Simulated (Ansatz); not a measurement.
Consider MgTe in the wurtzite structure (space group P6_3mc, No. 186; a = 4.608 Å, c = 7.501 Å). Axes: x lies along a and z along c of the hexagonal cell.

Computed with Kohn–Sham DFT with the PBE functional, run in Ansatz (a program for electronic structure) with PAW and 420 eV plane waves, spin-orbit coupling left out.

For the base:

```
Property    Result
--------  --------
Pressure  0.00 GPa
```

It is then changed as follows: tensile biaxial strain of 0.96 % in the plane normal to [001], as in epitaxy on a mismatched substrate; the out-of-plane cell vector and the atoms relax.

Problem. Estimate the effect on the pressure.

Solution. The pressure (mean of the normal stresses, compression positive) goes from zero to -0.38 GPa.

Problem. Estimate the effect on the ratio −ε⊥/ε∥.

Solution. The ratio −ε⊥/ε∥ amounts to 0.84.

No phonon test of stability was made.
